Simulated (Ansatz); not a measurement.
A computed series for hypothetical R3m CsPbBr3: carrier doping

The parent structure is CsPbBr$_{3}$ (space group R3m, No. 160; a hypothetical phase, not in the database extracts checked).

```
CELL_PARAMETERS angstrom
      4.23715     2.44632     3.48739
     -4.23715     2.44632     3.48739
      0.00000    -4.89264     3.48739
ATOMIC_POSITIONS crystal
  Cs 0.01238 0.01238 0.01238
  Pb 0.49035 0.49035 0.49035
  Br 0.48224 0.48224 0.98877
  Br 0.98877 0.48224 0.48224
  Br 0.48224 0.98877 0.48224
```

Carriers are added at fixed cell with a uniform background; the Fermi–Dirac width is that of 300 K.

Level of theory: Ansatz (a quantum-chemistry and plane-wave program) PBE, spin-orbit coupling left out.

Notes on the quantities. Fermi level from band edge: Fermi level relative to the doped band's edge (positive inside the band; to 0.05 eV).

| variant | gap character | gap between the host's bands | Fermi level from band edge | largest internal atomic displacement |
|---|---|---|---|---|
| undoped | direct at T | 1.81 eV | – | – |
| electrons 2.0×10^21 cm⁻³ | direct at T | 1.89 eV | +0.50 eV | 0.165 Å |
| electrons 3.0×10^21 cm⁻³ | direct at T | 1.93 eV | +0.65 eV | 0.220 Å |
| electrons 5.0×10^21 cm⁻³ | direct at T | 1.94 eV | +0.80 eV | 0.278 Å |
| holes 2.0×10^21 cm⁻³ | direct at T | 1.83 eV | +0.90 eV | 0.194 Å |
| holes 3.0×10^21 cm⁻³ | direct at H₂ | 1.98 eV | +0.95 eV | 0.193 Å |
| holes 5.0×10^21 cm⁻³ | indirect, T → H₀–L (11 % along) | 2.32 eV | +0.90 eV | 0.441 Å |

Charged cell with a jellium background: band edges are those of the host's band count, energies are not comparable with the neutral cell, and many-body gap narrowing is missing. With Pb present, leaving out spin-orbit coupling can change the band edges. No phonon test of stability was made.
